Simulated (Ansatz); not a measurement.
Cell of (MgSe)2/(CdSe)12 rock salt (001) superlattice on MgSe (CdSe held in this type, which need not be the stable form), with its geometry taken from a PBE run:

```
CELL_PARAMETERS angstrom
      3.89453     0.00000     0.00000
      0.00000     3.89453     0.00000
      0.00000     0.00000    41.15285
ATOMIC_POSITIONS crystal
  Mg 0.00000 0.00000 0.99969
  Se 0.50000 0.50000 0.00023
  Mg 0.50000 0.50000 0.06748
  Se 0.00000 0.00000 0.06693
  Cd 0.00000 0.00000 0.13750
  Se 0.50000 0.50000 0.13634
  Cd 0.50000 0.50000 0.20926
  Se 0.00000 0.00000 0.20906
  Cd 0.00000 0.00000 0.28124
  Se 0.50000 0.50000 0.28118
  Cd 0.50000 0.50000 0.35335
  Se 0.00000 0.00000 0.35340
  Cd 0.00000 0.00000 0.42541
  Se 0.50000 0.50000 0.42554
  Cd 0.50000 0.50000 0.49751
  Se 0.00000 0.00000 0.49756
  Cd 0.00000 0.00000 0.56965
  Se 0.50000 0.50000 0.56960
  Cd 0.50000 0.50000 0.64176
  Se 0.00000 0.00000 0.64162
  Cd 0.00000 0.00000 0.71381
  Se 0.50000 0.50000 0.71376
  Cd 0.50000 0.50000 0.78592
  Se 0.00000 0.00000 0.78599
  Cd 0.00000 0.00000 0.85791
  Se 0.50000 0.50000 0.85810
  Cd 0.50000 0.50000 0.92967
  Se 0.00000 0.00000 0.93082
```

The numbers are results of r2SCAN (plane waves to 500 eV, PAW; Ansatz, an electronic-structure program), not measurements. No spin–orbit coupling. Its k-point mesh 8×8×1, Fermi–Dirac width 0.01 eV.

Task: Give the plane-averaged electrostatic potential energy of an electron along the normal (the smooth PAW potential), about its mean over the cell.

Result: (z (Å), V (eV)): (0.000, -6.95); (0.643, -0.35); (1.415, 5.47); (2.058, 0.51); (2.829, -6.88); (3.472, 0.45); (4.115, 5.57); (4.887, -0.02); (5.530, -5.49); (6.302, -1.26); (6.945, 5.49); (7.588, 3.77); (8.359, -5.10); (9.002, -4.23); (9.774, 4.89); (10.417, 4.84); (11.188, -4.28); (11.831, -5.05); (12.474, 2.30); (13.246, 5.45); (13.889, -1.50); (14.661, -5.55); (15.304, 0.11); (15.947, 5.68); (16.718, 0.60); (17.361, -5.47); (18.133, -1.87); (18.776, 5.38); (19.419, 4.16); (20.191, -4.88); (20.834, -4.42); (21.605, 4.73); (22.248, 5.08); (22.891, -2.74); (23.663, -5.19); (24.306, 1.77); (25.078, 5.57); (25.721, -1.00); (26.364, -5.66); (27.135, -0.40); (27.778, 5.63); (28.550, 1.13); (29.193, -5.36); (29.836, -3.65); (30.607, 5.22); (31.250, 4.44); (32.022, -4.70); (32.665, -4.70); (33.437, 4.42); (34.080, 5.19); (34.723, -2.39); (35.494, -5.37); (36.137, 1.15); (36.909, 5.63); (37.552, -0.31); (38.195, -5.57); (38.967, -0.96); (39.610, 5.51); (40.381, 1.35); (41.024, -6.64)
